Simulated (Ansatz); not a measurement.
CdS, response to strain

The reference is CdS in the zinc blende structure (space group F-43m, No. 216; a = 5.878 Å). Axes: x, y, z lie along the cube axes.

Strains are applied to the cell and any free atomic positions relax; under stress the whole cell relaxes.

Calculations: r2SCAN (Ansatz, an electronic-structure program), spin-orbit coupling left out.

Candidates:
(a) isotropic strain +1.23 %
(b) uniaxial stress, 2 GPa tension along z
(c) uniaxial stress, 1 GPa compression along x
(d) uniaxial strain ε_zz = +1.82 %

Notes on the quantities. energy relative to the base: free energy F.

Task: Order them by energy relative to the base, lowest first.

Result: (d) uniaxial strain ε_zz = +1.82 % (+1.9 meV/atom), (c) uniaxial stress, 1 GPa compression along x (+3.9 meV/atom), (a) isotropic strain +1.23 % (+6.2 meV/atom), (b) uniaxial stress, 2 GPa tension along z (+8.8 meV/atom)

Beyond what the load breaks, stability against distortions was not tested.
